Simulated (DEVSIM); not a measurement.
Structure: abrupt GaAs p-n junction, at 300 K.

```tsv
layer (left to right)	material	thickness (μm)	Nd (cm⁻³)	Na (cm⁻³)	τn (s)	τp (s)
1	GaAs	50.0	-	1e16	7.3e-9	7.3e-9
2	GaAs	57.0	4.3e14	-	7.3e-9	7.3e-9
```

Left contact: ohmic. Right contact: ohmic. Voltage is applied to the left contact. Recombination: SRH at mid-gap, radiative, Auger. Mobility is constant in doping.

This is a model device: material constants are rounded textbook-type values typed into the input, and sizes, dopings and lifetimes were drawn at random. Values at 300 K.

```
parameter        GaAs
-------------  ------
gap (eV)        1.424
affinity (eV)    4.07
permittivity     12.9
Nc (cm⁻³)      4.7e17
Nv (cm⁻³)        9e18
μn (cm²/Vs)      8500
μp (cm²/Vs)       400
B (cm³/s)       2e-10
Cn (cm⁶/s)      1e-30
Cp (cm⁶/s)      1e-30
```

Simulated with DEVSIM: 1D drift-diffusion, Boltzmann statistics, complete ionisation; no tunnelling, impact ionisation, image-force lowering or self-heating.

### Question
Tabulate band edges, carrier densities and field at 1.05 V on the left contact.

### Answer
Energies count from the Fermi level of the right contact; mesh points crowd at the junctions.

```json
[
 {"x (μm)": "0.000", "Ec (eV)": "0.198", "Ev (eV)": "-1.226", "n (cm⁻³)": "< 1e2", "p (cm⁻³)": "1.0e16", "field (V/cm)": "≈ 0"},
 {"x (μm)": "0.05763", "Ec (eV)": "0.198", "Ev (eV)": "-1.226", "n (cm⁻³)": "7.6e9", "p (cm⁻³)": "1.0e16", "field (V/cm)": "≈ 0"},
 {"x (μm)": "0.2535", "Ec (eV)": "0.198", "Ev (eV)": "-1.226", "n (cm⁻³)": "3.3e10", "p (cm⁻³)": "1.0e16", "field (V/cm)": "≈ 0"},
 {"x (μm)": "0.9193", "Ec (eV)": "0.199", "Ev (eV)": "-1.225", "n (cm⁻³)": "1.2e11", "p (cm⁻³)": "1.0e16", "field (V/cm)": "≈ 0"},
 {"x (μm)": "4.797", "Ec (eV)": "0.201", "Ev (eV)": "-1.224", "n (cm⁻³)": "6.2e11", "p (cm⁻³)": "1.0e16", "field (V/cm)": "≈ 0"},
 {"x (μm)": "16.36", "Ec (eV)": "0.206", "Ev (eV)": "-1.218", "n (cm⁻³)": "2.4e12", "p (cm⁻³)": "1.0e16", "field (V/cm)": "≈ 0"},
 {"x (μm)": "38.49", "Ec (eV)": "0.217", "Ev (eV)": "-1.207", "n (cm⁻³)": "1.3e13", "p (cm⁻³)": "1.0e16", "field (V/cm)": "≈ 0"},
 {"x (μm)": "47.77", "Ec (eV)": "0.221", "Ev (eV)": "-1.203", "n (cm⁻³)": "2.5e13", "p (cm⁻³)": "1.0e16", "field (V/cm)": "≈ 0"},
 {"x (μm)": "49.36", "Ec (eV)": "0.221", "Ev (eV)": "-1.203", "n (cm⁻³)": "2.8e13", "p (cm⁻³)": "1.0e16", "field (V/cm)": "≈ 0"},
 {"x (μm)": "49.83", "Ec (eV)": "0.221", "Ev (eV)": "-1.203", "n (cm⁻³)": "2.9e13", "p (cm⁻³)": "9.8e15", "field (V/cm)": "-120"},
 {"x (μm)": "49.97", "Ec (eV)": "0.209", "Ev (eV)": "-1.215", "n (cm⁻³)": "4.7e13", "p (cm⁻³)": "6.1e15", "field (V/cm)": "-2700"},
 {"x (μm)": "50.03", "Ec (eV)": "0.184", "Ev (eV)": "-1.240", "n (cm⁻³)": "1.2e14", "p (cm⁻³)": "2.4e15", "field (V/cm)": "-3900"},
 {"x (μm)": "50.15", "Ec (eV)": "0.155", "Ev (eV)": "-1.269", "n (cm⁻³)": "3.8e14", "p (cm⁻³)": "7.5e14", "field (V/cm)": "-1400"},
 {"x (μm)": "50.55", "Ec (eV)": "0.138", "Ev (eV)": "-1.286", "n (cm⁻³)": "7.4e14", "p (cm⁻³)": "3.4e14", "field (V/cm)": "-35"},
 {"x (μm)": "52.93", "Ec (eV)": "0.143", "Ev (eV)": "-1.281", "n (cm⁻³)": "6.1e14", "p (cm⁻³)": "1.8e14", "field (V/cm)": "24"},
 {"x (μm)": "60.03", "Ec (eV)": "0.154", "Ev (eV)": "-1.270", "n (cm⁻³)": "4.5e14", "p (cm⁻³)": "1.9e13", "field (V/cm)": "≈ 0"},
 {"x (μm)": "82.79", "Ec (eV)": "0.168", "Ev (eV)": "-1.256", "n (cm⁻³)": "4.3e14", "p (cm⁻³)": "6.5e9", "field (V/cm)": "≈ 0"},
 {"x (μm)": "99.90", "Ec (eV)": "0.177", "Ev (eV)": "-1.247", "n (cm⁻³)": "4.3e14", "p (cm⁻³)": "1.6e7", "field (V/cm)": "≈ 0"},
 {"x (μm)": "105.6", "Ec (eV)": "0.180", "Ev (eV)": "-1.244", "n (cm⁻³)": "4.3e14", "p (cm⁻³)": "1300000", "field (V/cm)": "≈ 0"},
 {"x (μm)": "106.6", "Ec (eV)": "0.181", "Ev (eV)": "-1.243", "n (cm⁻³)": "4.3e14", "p (cm⁻³)": "360000", "field (V/cm)": "≈ 0"},
 {"x (μm)": "106.9", "Ec (eV)": "0.181", "Ev (eV)": "-1.243", "n (cm⁻³)": "4.3e14", "p (cm⁻³)": "89000", "field (V/cm)": "≈ 0"},
 {"x (μm)": "107.0", "Ec (eV)": "0.181", "Ev (eV)": "-1.243", "n (cm⁻³)": "4.3e14", "p (cm⁻³)": "< 1e2", "field (V/cm)": "≈ 0"}
]
```
